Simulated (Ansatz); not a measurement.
The reference is Pt in the fcc (Cu type) structure (space group Fm-3m, No. 225; a = 3.8954 Å; relaxed with 0.1 eV smearing).

Method: Kohn–Sham DFT with the LDA functional, run in Ansatz (a quantum-chemistry and plane-wave program) with PAW and 420 eV plane waves, scalar-relativistic without spin-orbit coupling.

Strains are applied to the cell and any free atomic positions relax.

One change was made to it. Results:

```csv
quantity,base,after
energy relative to the base (free energy F),0 meV/atom,+3.1 meV/atom
pressure,0.0 GPa,-4.4 GPa
```

Task: Which of these changes matches the shifts?
A) isotropic strain +0.50 %
B) isotropic strain −3.00 %
C) isotropic strain +3.00 %
D) isotropic strain −2.50 %

Result: A, isotropic strain +0.50 %. For comparison, the energy relative to the base in the other runs: isotropic strain −2.50 % gives +88 meV/atom; isotropic strain +3.00 % gives +100 meV/atom; isotropic strain −3.00 % gives +130 meV/atom.

No phonon test of stability was made. The final runs are not spin-polarised. Pt lies near a magnetic instability that expansion can trigger; it was not tested.
